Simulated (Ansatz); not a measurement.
End structure of the (31-40) surface of hcp Zr in its 1x1 cell, outermost plane spacing 0.52 Å in the ideal cut:

```yaml
crystal:
  lattice:
    - [5.17004, 0.00000, 0.00000]
    - [0.00000, 11.65491, 0.00000]
    - [0.00000, 0.00000, 27.00000]
  atoms:
    - { symbol: Zr, position: [0.25000, 0.15134, 0.31290] }
    - { symbol: Zr, position: [0.75000, 0.31912, 0.33060] }
    - { symbol: Zr, position: [0.25000, 0.89706, 0.33582] }
    - { symbol: Zr, position: [0.75000, 0.04542, 0.35340] }
    - { symbol: Zr, position: [0.25000, 0.60589, 0.36228] }
    - { symbol: Zr, position: [0.75000, 0.77124, 0.38132] }
    - { symbol: Zr, position: [0.25000, 0.34824, 0.39355] }
    - { symbol: Zr, position: [0.75000, 0.49794, 0.40980] }
    - { symbol: Zr, position: [0.25000, 0.07313, 0.42141] }
    - { symbol: Zr, position: [0.75000, 0.22990, 0.43853] }
    - { symbol: Zr, position: [0.25000, 0.80472, 0.44481] }
    - { symbol: Zr, position: [0.75000, 0.96260, 0.46652] }
    - { symbol: Zr, position: [0.25000, 0.54043, 0.47604] }
    - { symbol: Zr, position: [0.75000, 0.69508, 0.49468] }
    - { symbol: Zr, position: [0.25000, 0.26646, 0.50532] }
    - { symbol: Zr, position: [0.75000, 0.42110, 0.52396] }
    - { symbol: Zr, position: [0.25000, 0.99894, 0.53348] }
    - { symbol: Zr, position: [0.75000, 0.15681, 0.55519] }
    - { symbol: Zr, position: [0.25000, 0.73164, 0.56147] }
    - { symbol: Zr, position: [0.75000, 0.88841, 0.57859] }
    - { symbol: Zr, position: [0.25000, 0.46360, 0.59020] }
    - { symbol: Zr, position: [0.75000, 0.61330, 0.60645] }
    - { symbol: Zr, position: [0.25000, 0.19030, 0.61868] }
    - { symbol: Zr, position: [0.75000, 0.35564, 0.63772] }
    - { symbol: Zr, position: [0.25000, 0.91612, 0.64660] }
    - { symbol: Zr, position: [0.75000, 0.06447, 0.66418] }
    - { symbol: Zr, position: [0.25000, 0.64242, 0.66940] }
    - { symbol: Zr, position: [0.75000, 0.81020, 0.68710] }
```

Model: 28-atom slab, 10.6 Å thick at the start, 7x4x1 mesh, Fermi-Dirac 0.1 eV, dipole correction, single point; on the structure that PBE left under its start's symmetry; no spin, no spin-orbit, no U.

Question: Give the work function of the top face at the level r2SCAN, at the PBE geometry run with Ansatz (a quantum-chemistry and plane-wave program).

Answer: 3.41 eV

Question: What is the computed surface energy (mean of both faces) (r2SCAN, at the PBE geometry)?

Answer: 1.82 J/m²
